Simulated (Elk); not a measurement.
Band structure of SiC (P6_3mc, 4 atoms in the cell).

```yaml
crystal:
  lattice:
    - [3.07351, 0.00000, 0.00000]
    - [-1.53676, 2.66174, 0.00000]
    - [0.00000, 0.00000, 5.04525]
  atoms:
    - { symbol: Si, position: [0.33333, 0.66667, 0.49960] }
    - { symbol: Si, position: [0.66667, 0.33333, 0.99960] }
    - { symbol: C, position: [0.33333, 0.66667, 0.87540] }
    - { symbol: C, position: [0.66667, 0.33333, 0.37540] }
```

Computed with PBE, all-electron FP-LAPW, Elk's shipped species files, default APW+lo basis (Elk).

Settings: xctype = 20; rgkmax = 7; stype = 3; swidth = 0.000734986 Ha; ngridk = 6 6 4; rmtscf = 0.83.

The starting cell comes from a database of computed structures (which also holds hypothetical and non-ambient phases and stackings), without a prior relaxation at this level. Values depend on the basis (sphere radii, cutoffs, local orbitals), which need not be converged.

Levels in eV from the Fermi level, bands 5 to 12:
| point | 5 | 6 | 7 | 8 | 9 | 10 | 11 | 12 |
|---|---|---|---|---|---|---|---|---|
| Γ | -1.72 | -0.50 | -0.39 | -0.39 | 4.45 | 5.84 | 6.30 | 6.30 |
| M | -5.85 | -3.73 | -3.70 | -1.60 | 2.40 | 3.88 | 6.54 | 6.82 |
| K | -6.67 | -4.46 | -4.46 | -4.25 | 1.88 | 7.94 | 8.63 | 8.63 |
| A | -1.11 | -1.11 | -1.11 | -1.11 | 5.53 | 5.53 | 7.01 | 7.01 |
| L | -2.85 | -2.85 | -2.74 | -2.74 | 2.91 | 2.91 | 4.91 | 4.91 |
| H | -6.06 | -6.06 | -2.14 | -2.14 | 4.73 | 4.73 | 5.70 | 5.70 |
